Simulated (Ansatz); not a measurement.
**Band gap of CdZnS₂ (P3m1, No. 156, 4 atoms in the cell; start mp-1215475) at several levels of theory**

No measured value is used here.

| level (code) | value (eV) |
|---|---|
| LDA (Ansatz) | 1.20 |
| PBEsol (Ansatz) | 1.33 |
| PBEsol+SOC (Ansatz) | 1.31 (direct) |
| dielectric-dependent PBEsol hybrid (Ansatz) | 2.44 |
| HSE06 (Ansatz) | 2.57 |
| HSE06+SOC (Ansatz) | 2.54 (direct) |
| PBE0 (Ansatz) | 3.21 |

Computed values are for a static lattice. Levels without +SOC have no spin–orbit coupling; where heavier elements are present it shifts gaps, mostly down, and can invert bands.  Dielectric-dependent PBEsol hybrid, HSE06, PBE0: the gap is read on the k mesh or supercell of the run alone and can be too large. Values are at the PBEsol cell. Cutoffs and k meshes differ between the levels. Ansatz's density-functional and Hartree–Fock values are scalar-relativistic unless marked +SOC, with PAW data made under PBE.

A start named mp-… is a Materials Project structure, which need not be a measured phase.

Ansatz is an electronic-structure program.
